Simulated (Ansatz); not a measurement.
## What Cl on a Li site (antisite), symmetric start does to LiCl

Take a 16-atom supercell of LiCl in the rock salt structure (space group Fm-3m, No. 225; a = 5.1123 Å) at its relaxed geometry as the base.

Modification: one Li atom is replaced by Cl, atoms relaxed at fixed cell.

Computed with Ansatz (a first-principles code) r2SCAN, scalar-relativistic without spin-orbit coupling. Γ-centred 4×4×4 mesh, Fermi–Dirac width 0.01 eV.

```yaml
pressure: 3.8 GPa (base 0.0 GPa)
energy_gained_by_relaxation: 0.93 eV
mean_distance_from_the_defect_site_to_its_nearest_host_atoms: 2.74 Å (base 2.56 Å)
```

Final structure:

```
CELL_PARAMETERS angstrom
      0.00000     5.11228     5.11228
      5.11228     0.00000     5.11228
      5.11228     5.11228     0.00000
ATOMIC_POSITIONS crystal
  Cl 0.00000 0.00000 0.00000
  Cl 0.98170 0.98170 0.51830
  Cl 0.98170 0.51830 0.98170
  Cl 0.98170 0.51830 0.51830
  Cl 0.51830 0.98170 0.98170
  Cl 0.51830 0.98170 0.51830
  Cl 0.51830 0.51830 0.98170
  Cl 0.50000 0.50000 0.50000
  Cl 0.25000 0.25000 0.25000
  Li 0.25000 0.25000 0.75000
  Li 0.25000 0.75000 0.25000
  Li 0.25000 0.75000 0.75000
  Li 0.75000 0.25000 0.25000
  Li 0.75000 0.25000 0.75000
  Li 0.75000 0.75000 0.25000
  Li 0.75000 0.75000 0.75000
```

Other magnetic orders, which the real material may have, were not ruled out. In so small a cell the defect repeats every few ångströms: this is an ordered compound, not a dilute defect. A case with no gap was solved on a k-mesh chosen for an insulator, which is coarse for it. The defect started on the symmetric site and kept its symmetry, so it may sit on a saddle. The defect cell is spin-polarised and ends with 2.0 μB.
